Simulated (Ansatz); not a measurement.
System: 1T (CdI2-type) PtTe2. Method: rVV10 (Ansatz, a program for electronic structure, PAW).

Run with plane-wave cutoff 500 eV, 12×12×8 k mesh (along the axes of the cell as run), Fermi–Dirac smearing 0.05 eV, scalar-relativistic PAW data made under PBE.

Computed at the level's own relaxed cell.

### Question
Predict the volume per atom, lattice parameter a and c axis length.

### Answer

- volume per atom: 26.58 Å³/atom
- lattice parameter a: 4.124 Å
- c axis length: 5.414 Å

Measured, for comparison: lattice constant a 4.026 Å, lattice parameter c 5.221 Å (temperature not stated, no zero-point or thermal correction; as tabulated in Pelayo et al. (2023), arXiv:2312.15371). Computed (rounded) less measured: lattice constant a +2.4 %, lattice parameter c +3.7 %.

Spin–orbit coupling is not included.
